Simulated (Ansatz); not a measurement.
The parent structure is PbSe in the rock salt structure (space group Fm-3m, No. 225; a = 6.178 Å). Axes: x, y, z lie along the cube axes.

The values are results of r2SCAN (Ansatz, a program for electronic structure), spin-orbit coupling left out, not measurements.

For the base:

The band gap comes out as 0.67 eV.

The change: a pure shear with ε_xy = ε_yx = 0.0171, atoms relaxed at fixed cell.

Problem. What does the calculation give for the stress after the change?

Solution. The stress (xx, yy, zz, yz, xz, xy; compression positive) is (0.00, 0.00, -0.03, 0.00, 0.00, -0.63) GPa.

Problem. What happens to the band gap?

Solution. The band gap shrinks by 0.170 eV, from 0.67 eV to 0.49 eV.

With Pb present, leaving out spin-orbit coupling can change the band edges. The cells carry an imposed strain or load. No phonon test of stability was made.
